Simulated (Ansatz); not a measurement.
Cost and result by functional for the surface energy of the (10-13) surface of hcp Y in its 1x1 cell, outermost plane spacing 1.35 Å in the ideal cut, in Ansatz (plane waves, PAW). Single points on the PBE structure, on one kind of machine; costs are rough ratios of the slab run's core time (references not counted) to the cheapest single point. r2SCAN's cost holds its higher cutoff (500 against 420 eV). Differences are taken against r2SCAN for comparison alone: no measured value is at hand, so the table doesn't rank accuracy.

Set-up: 14 atoms, 11.1 Å thick at the start; mesh 10x4x1; 0.1 eV smearing; dipole correction on; all atoms relaxed; held to the part of the start's symmetry that mesh and held atoms allow; no spin, no spin-orbit, no U. These notes are the PBE run's.

| functional | relative cost | surface energy (J/m²) | less r2SCAN (J/m²) |
|---|---|---|---|
| PBEsol | 1 | 1.17 | 0.04 |
| LDA | 1 | 1.21 | 0.08 |
| RPBE | 1 | 0.98 | -0.15 |
| r2SCAN | 2 | 1.13 | 0.00 |
| PBE (the relaxed run's value) | – | 1.07 | -0.07 |

The values span 0.23 J/m², while the single points' costs differ by a factor of roughly 2. Differences are of unrounded values.

Ansatz is a first-principles code.
